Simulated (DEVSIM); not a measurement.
Structure: abrupt InP p-n junction, at 300 K.

Layer 1 from the left is InP, thickness (μm) 16.0, Na (cm⁻³) 1.1e18, τn (s) 1.5e-9, τp (s) 1.5e-9. Layer 2 from the left is InP, thickness (μm) 150, Nd (cm⁻³) 2.5e16, τn (s) 1.5e-9, τp (s) 1.5e-9.

Left contact: ohmic. Right contact: ohmic. Voltage is applied to the left contact. Recombination: SRH at mid-gap. Mobility is μmin + (μ − μmin)/(1 + (N/Nref)^α).

The device is made up for the run: typed textbook-type constants, with dimensions and the other settings drawn at random. Values at 300 K.

InP: gap (eV) 1.344, affinity (eV) 4.38, permittivity 12.5, Nc (cm⁻³) 5.7e17, Nv (cm⁻³) 1.1e19, μn (cm²/Vs) 5200, μp (cm²/Vs) 170, μn,min 400, μp,min 10, Nref,n 3e17, Nref,p 4.9e17, αn 0.47, αp 0.62.

Simulated with DEVSIM: 1D drift-diffusion, Boltzmann statistics, complete ionisation; no tunnelling, impact ionisation, image-force lowering or self-heating.

Task: What does the simulation give for the dark forward voltage at 1 A/cm², the potential step across the device at zero bias, the dark forward voltage at 100 A/cm²?

Result: dark forward voltage at 1 A/cm² 0.957 V; potential step across the device at zero bias 1.204 V; dark forward voltage at 100 A/cm² 1.197 V.
